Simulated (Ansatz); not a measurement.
What holes 1.0×10^21 cm⁻³ does to Si

Base system: Si in the diamond structure (space group Fd-3m, No. 227; a = 5.4443 Å).

It is then changed as follows: 0.0403 holes added to each cell, a density of 1.0×10^21 cm⁻³, with a uniform compensating background at fixed cell and a 300 K Fermi–Dirac width.

Calculations: DFT with r2SCAN, PAW potentials and a 500 eV plane-wave cutoff in Ansatz (a first-principles code), spin-orbit coupling left out. Γ-centred 24×24×24 mesh, Fermi–Dirac width 0.0259 eV.

The gap between the host's bands grows by 0.02 eV (0.77 eV → 0.79 eV) and the gap character remains indirect, Γ → a point along ⟨100⟩, about 1.0 Å⁻¹ from Γ. The valley order (the lowest conduction-band minima on the path, energy above the VBM, named in the base's zone) becomes a point along ⟨100⟩, about 1.0 Å⁻¹ from Γ 0.80 eV; L along ⟨111⟩ 1.85 eV (base: a point along ⟨100⟩, about 1.0 Å⁻¹ from Γ 0.78 eV; L along ⟨111⟩ 1.84 eV) and the Fermi level relative to the doped band's edge (positive inside the band; to 0.05 eV) comes out as +0.30 eV.

Final structure:

```xyz
2
Lattice="0.0000 2.7222 2.7222 2.7222 0.0000 2.7222 2.7222 2.7222 0.0000" Properties=species:S:1:pos:R:3 pbc="T T T"
Si     2.7222     2.7222     2.7222
Si     4.0832     4.0832     4.0832
```
Cell charge +0.040343.

Charged cell with a jellium background: band edges are those of the host's band count, energies are not comparable with the neutral cell, and many-body gap narrowing is missing. Whether these cells are dynamically stable was not tested.
